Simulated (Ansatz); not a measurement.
**Phonon-limited transport in Nb2SnC (P6_3/mmc)**

Here is the system:

```
CELL_PARAMETERS angstrom
      3.23281     0.00000     0.00000
     -1.61640     2.79969     0.00000
      0.00000     0.00000    13.75064
ATOMIC_POSITIONS crystal
  Nb 0.33333 0.66667 0.08269
  Nb 0.66667 0.33333 0.91731
  Nb 0.66667 0.33333 0.58269
  Nb 0.33333 0.66667 0.41731
  Sn 0.33333 0.66667 0.75000
  Sn 0.66667 0.33333 0.25000
  C  0.00000 0.00000 0.00000
  C  0.00000 0.00000 0.50000
```

Method: PBEsol, DFPT electron-phonon coupling, linearised Boltzmann equation (plane waves, PAW, scalar-relativistic; Ansatz, a program for electronic structure). Cell: relaxed with this functional, without spin-orbit coupling.

```
Item                                                                                                           Result
----------------------------------------------------------------------------------  ---------------------------------
resistivity at 300 K                                                                 12.4 (x), 12.4 (y), 26 (z) μΩ·cm
resistivity at 77 K                                                                 1.38 (x), 1.38 (y), 2.7 (z) μΩ·cm
electron mean free path at 300 K (weighted by the current that each state carries)       8.1 (x), 8.1 (y), 7.3 (z) nm
electron-phonon coupling λ                                                                                       0.40
transport coupling λ_tr                                                                  0.43 (x), 0.43 (y), 0.45 (z)
logarithmic mean phonon energy                                                                                 23 meV
density of states at the Fermi level                                                       1.67 states/(eV·spin·cell)
Drude plasma energy                                                                      6.0 (x), 6.0 (y), 4.3 (z) eV
```

A metal at this level (no band gap). Only scattering by harmonic phonons is included (no impurities, grain boundaries, electron-electron scattering or thermal expansion). Spin-orbit coupling is left out. Halving the electron mesh (32x32x8) moves the resistivity by up to 8 % at 300 K, the mean free path by up to 4 %, the coupling by up to 2 %. Smearing 0.20 eV; phonons on a 5x5x1 q mesh, which this run doesn't test and which matters most at low temperature.

Computed structure with no diffraction record at hand here (it may be known, metastable or hypothetical): Nb2SnC (P6_3/mmc).
